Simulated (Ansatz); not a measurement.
Base system: CsPbBr3 in the cubic perovskite structure (space group Pm-3m, No. 221; a = 5.770 Å).

The values are results of plane-wave PAW DFT at the LDA level (Ansatz, a program for electronic structure, 420 eV), without spin-orbit coupling, not measurements.

Base values:

```
Property             Value
-------------  -----------
Pressure          0.0 kbar
Gap character  direct at R
```

Modification: an isotropic linear strain of +1.80 %; the atoms relax in the strained cell.

Q: Predict the new pressure.

A: The pressure goes from zero to -12.0 kbar.

Q: How does this affect the gap character?

A: The gap character stays direct at R.

With Pb present, leaving out spin-orbit coupling can change the band edges. No phonon test of stability was made. Many cubic perovskites are stable only at high temperature; tilts and polar distortions were not tested. This is not the structure that CsPbBr3 has at room temperature and ambient pressure.
